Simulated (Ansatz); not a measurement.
A computed series for BaTiO3: carrier doping

The parent structure is BaTiO3 in the cubic perovskite structure (space group Pm-3m, No. 221).

```
BaTiO3
1.0
    4.01946     0.00000     0.00000
    0.00000     4.01946     0.00000
    0.00000     0.00000     4.01946
Ba Ti O
1 1 3
Direct
  0.00000   0.00000   0.00000
  0.50000   0.50000   0.50000
  0.00000   0.50000   0.50000
  0.50000   0.50000   0.00000
  0.50000   0.00000   0.50000
```

Carriers are added at fixed cell with a uniform background; the Fermi–Dirac width is that of 300 K.

Method: Ansatz (a program for electronic structure), PBE, PAW, cutoff 420 eV, no SOC, earlier PAW set.

Notes on the quantities. Fermi level from band edge: Fermi level relative to the doped band's edge (positive inside the band; to 0.05 eV).

| change | Fermi level from band edge | gap between the host's bands | gap character |
|---|---|---|---|
| undoped | – | 1.79 eV | indirect, R → Γ |
| electrons 2.0×10^21 cm⁻³ | +0.20 eV | 1.95 eV | indirect, R → Γ |
| electrons 7.0×10^21 cm⁻³ | +0.50 eV | 2.35 eV | indirect, R → Γ |
| electrons 1.0×10^22 cm⁻³ | +0.60 eV | 2.59 eV | indirect, R → Γ |
| electrons 2.0×10^22 cm⁻³ | +1.05 eV | 3.26 eV | direct at Γ |
| holes 2.0×10^21 cm⁻³ | +0.05 eV | 1.84 eV | indirect, R → Γ |
| holes 7.0×10^21 cm⁻³ | +0.20 eV | 1.97 eV | indirect, R → Γ |
| holes 1.0×10^22 cm⁻³ | +0.25 eV | 2.04 eV | indirect, R → Γ |
| holes 2.0×10^22 cm⁻³ | +0.35 eV | 2.28 eV | indirect, R → Γ |

Carriers are added with a uniform compensating background; total energy and stress of such cells depend on the potential's zero and are not compared; many-body gap narrowing is missing at this level. No phonon test of stability was made. The final runs are not spin-polarised. Many cubic perovskites are stable only at high temperature; tilts and polar distortions were not tested. This is not the structure that BaTiO3 has at room temperature and ambient pressure.
